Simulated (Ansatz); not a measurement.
# A computed series for Na: response to strain

The reference is Na in the bcc (W type) structure (space group Im-3m, No. 229; relaxed with 0.1 eV smearing).

Na is taken in the cubic space group Im-3m (No. 229), the bcc (W type) structure, Pearson symbol cI2. Cell: a = 4.1735 Å, b = 4.1735 Å, c = 4.1735 Å, α = 90.00°, β = 90.00°, γ = 90.00°. Na on 2a is surrounded by 8 Na at 3.614 Å and 6 Na at 4.173 Å. (Neighbours: up to the widest gap in distance over summed covalent radii, below 1.35, at either atom.)
(The calculation used a cell of 1 atom; values per cell refer to that cell.)

Strains are applied to the cell and any free atomic positions relax.

Method: PBEsol (Ansatz, an electronic-structure program, PAW, spin-orbit coupling left out).

Candidates:
(a) isotropic strain −2.50 %
(b) isotropic strain +0.50 %
(c) isotropic strain +2.50 %
(d) isotropic strain −1.00 %

Notes on the quantities. energy relative to the base: free energy F.

Order them by energy relative to the base, highest first.

(a) isotropic strain −2.50 % (+5.3 meV/atom), (c) isotropic strain +2.50 % (+4.7 meV/atom), (d) isotropic strain −1.00 % (+0.8 meV/atom), (b) isotropic strain +0.50 % (+0.2 meV/atom)

No phonon test of stability was made.
